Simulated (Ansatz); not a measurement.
# Fermi-surface data of Mo₃Si under load (space group P4_2/mmc)

```
CELL_PARAMETERS angstrom
      4.84488     0.00000     0.00000
      0.00000     4.84488     0.00000
      0.00000     0.00000     4.87090
ATOMIC_POSITIONS crystal
  Si 0.50000 0.50000 0.50000
  Si 0.00000 0.00000 0.00000
  Mo 0.00000 0.50000 0.25000
  Mo 0.00000 0.50000 0.75000
  Mo 0.25006 0.00000 0.50000
  Mo 0.74994 0.00000 0.50000
  Mo 0.50000 0.24994 0.00000
  Mo 0.50000 0.75006 0.00000
```

Level of theory: PBEsol, rigid bands (plane waves, PAW, scalar-relativistic; Ansatz, a first-principles code). Condition of this run: biaxial stress xx = yy = 2 GPa (compression positive) (the target of the relaxation). Cell: cell and atoms relaxed with PBEsol, then loaded as said.

| Item | Result |
|---|---|
| density of states at the Fermi level | 3.53 states/(eV·cell), both spins |
| bare Sommerfeld coefficient | 1.04 mJ/(mol of atoms·K²) |
| Drude plasma energy | 5.8 eV |
| root-mean-square Fermi velocity | 6.4e5 m/s |
| resistivity times τ | 14.6 ×10⁻²² Ω·m·s |

A metal at this level (no band gap); rigid bands, thermally averaged at 300 K, both spins. Spin-orbit coupling is left out. τ is one relaxation time for all states.

Computed structure with no diffraction record at hand here (it may be known, metastable or hypothetical): Mo3Si under load (space group P4_2/mmc).
